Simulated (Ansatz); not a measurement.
**Effect of 4 layers on Ca**

Take Ca in the fcc (Cu type) structure (space group Fm-3m, No. 225; a = 5.5685 Å) as the base. Axes: x, y, z lie along the cube axes.

Perturbation: a free-standing slab of 4 layers (4 atoms, 1 a layer) is cut normal to [111], with 15 Å of vacuum and the in-plane cell held at bulk.

Computed with Ansatz (a quantum-chemistry and plane-wave program) r2SCAN, no spin-orbit coupling. Settings: 14×14×1 k-points, 0.05 eV Fermi–Dirac smearing, for the changed cell.

```csv
quantity,base,changed,shift
shortest interatomic distance,3.937 Å,3.876 Å,-0.061 Å
band gap,zero,zero,–
excess energy per area of both faces (slab less bulk energy over the cell's area: twice a surface energy) (uncertain by up to 0.05 J/m²),–,1.02 J/m²,–
thickness between the outermost nuclei,–,9.49 Å,–
change of the spacing d12 from its bulk value of 3.215 Å,–,-2.3 %,–
```

Final structure:

```
CELL_PARAMETERS angstrom
      3.93749     0.00000     0.00000
      1.96875     3.40997     0.00000
      0.00000     0.00000    24.64485
ATOMIC_POSITIONS crystal
  Ca 0.33333 0.83333 0.30741
  Ca 0.00000 0.50000 0.43480
  Ca 0.66667 0.16667 0.56520
  Ca 0.33333 0.83333 0.69259
```

Cost of the whole job for the changed cell (relaxation, final SCF and bands): around 2.7 core-minutes (rough).

Slab and bulk use different k-meshes, which limits the precision of the excess energy. Whether these cells are dynamically stable was not tested.
